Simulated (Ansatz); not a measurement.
SnS2 (P-3m1), PBEsol+D3BJ, rigid bands run with Ansatz (an electronic-structure program): N_c = 3.40e19 cm⁻³ at 300 K and an electron conductivity mass of 0.342 mₑ along y (a = (3.63, 0.00, 0.00) Å; b = (-1.81, 3.14, 0.00) Å; c = (0.00, 0.00, 5.57) Å).

Task: For 1e17 electrons per cm³ at 300 K, place the Fermi level, estimate the Seebeck coefficient of a parabolic band with constant τ, and give mobility and conductivity for τ = 50 fs.

Result: The level lies k_BT ln(N_c/n) = 0.151 eV below the conduction-band minimum. S ≈ −(k_B/e)[ln(N_c/n) + 5/2] = -718 μV/K, against -716 μV/K from the full bands (mean over directions). μ = eτ/m = 257 cm²/(V·s) and σ = neμ = 4.12 S/cm. τ is assumed, not computed.

Band transport and this doping are assumed; polarons and phonon drag are left out. Spin-orbit coupling is left out. Geometry: cell and atoms relaxed with PBEsol+D3(BJ).

PBEsol with a dispersion correction tends to overbind, so the cell can be several per cent short, in bad cases over ten, which usually narrows a gap: SnS2 (P-3m1).
